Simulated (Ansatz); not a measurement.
Input and output of a self-consistent single point for Ba3Bi2 (Pm-3m, 5 atoms in the cell) (Ansatz, a program for electronic structure).

Level of theory: PBEsol, PAW files made with PBE (plane waves; Ansatz).

```yaml
crystal:
  lattice:
    - [6.46279, 0.00000, 0.00000]
    - [0.00000, 6.46279, 0.00000]
    - [0.00000, 0.00000, 6.46279]
  atoms:
    - { symbol: Ba, position: [0.00000, 0.50000, 0.50000] }
    - { symbol: Ba, position: [0.50000, 0.00000, 0.50000] }
    - { symbol: Ba, position: [0.50000, 0.50000, 0.00000] }
    - { symbol: Bi, position: [0.00000, 0.00000, 0.00000] }
    - { symbol: Bi, position: [0.50000, 0.50000, 0.50000] }
```

Reference input (self-consistent single point, DFT, LDA (PW92), plane waves, PAW files made with PBE): kpoints.mp_grid.grid = 5 5 5; hamiltonian.xc = lda; hamiltonian.pseudopotentials = {kind: paw} (the program's default PAW files); scf.occupations.method = fermi_dirac; scf.occupations.width = 0.05 eV. This run's input differs from it in these lines:

Ansatz 0.2 input:
```diff
@@ -15,3 +15,3 @@
 hamiltonian:
-  xc: lda
+  xc: pbesol
   pseudopotentials:
```

The program printed (abridged):

```
SCF iter   1: F=—  HF=-42082.558270 eV  |F-HF|=—  |Δ(HF+E_count)|=         —  Δρ=3.24e-2  dr2=1.17e1  ethr=3.10e-3  ⟨swp⟩=10.0  Hψ=2007  notcnv=0
all-band conjugate gradients solve this SCF's bands
preconditioner: auto → Resta (q_TF=auto, 2.123 Å⁻¹)
SCF iter   2: F=—  HF=-42080.066580 eV  |F-HF|=—  |Δ(HF+E_count)|=    2.49e0  Δρ=1.24e-2  dr2=1.09e0  ethr=3.10e-3  ⟨swp⟩=10.5  Hψ=3258  notcnv=0  defer=1
   [... lines left out ...]
SCF iter   6: F=—  HF=-42079.816818 eV  |F-HF|=—  |Δ(HF+E_count)|=   2.54e-4  Δρ=1.50e-4  dr2=1.23e-4  ethr=1.15e-6  ⟨swp⟩=2.0  Hψ=657  notcnv=0  defer=26
SCF iter   7: F=—  HF=-42079.816837 eV  |F-HF|=—  |Δ(HF+E_count)|=   2.00e-5  Δρ=3.77e-5  dr2=6.92e-6  ethr=2.05e-7  ⟨swp⟩=2.0  Hψ=651  notcnv=0  defer=26
SCF iter   8: F=—  HF=-42079.816805 eV  |F-HF|=—  |Δ(HF+E_count)|=   3.23e-5  Δρ=7.70e-6  dr2=4.09e-7  ethr=1.15e-8  ⟨swp⟩=2.0  Hψ=456  notcnv=0  defer=26
SCF iter   9: F=-42079.816805 eV  HF=-42079.816805 eV  |F-HF|=3.79e-8  |Δ(HF+E_count)|=   1.08e-7  Δρ=2.47e-6  dr2=4.96e-8  ethr=1.67e-10  ⟨swp⟩=12.3  Hψ=1842  notcnv=0
SCF 1 converged in 9 iterations: F = -42079.816805 eV  dr2 = 4.96e-8
Free energy (F): -42079.816805 eV
Internal energy: -42079.815041 eV  (E = F + TS)
E sigma→0 (E₀):  -42079.815923 eV
Entropy (-TS):   -0.001764 eV (-0.353 meV/atom)
Fermi energy:    6.074610 eV
--- Forces (eV/Å), atoms counted from 1 ---
  atom   1  Ba     0.00000000     0.00000000     0.00000000
   [... zero for the other atoms too ...]
--- Stress (GPa, compression-positive) ---
        0.100298      -0.000000       0.000000
        0.000000       0.100298       0.000000
        0.000000       0.000000       0.100298
  P = ⅓ Tr σ = 0.1003 GPa (1.003 kbar)
  The stress holds the Pulay correction. Without it, at fixed plane waves, as pw.x and ABINIT print it: P = 0.0912 GPa
```

The run converged in 9 iterations. Against the reference run the pressure goes from -0.65 to 0.10 GPa.

The starting cell comes from a database of computed structures (which also holds hypothetical and non-ambient phases and stackings), without a prior relaxation at this level. Its lattice was rescaled by a random factor within 2.5 % of one. Ansatz's pressure includes its estimate of the finite-basis (Pulay) stress.
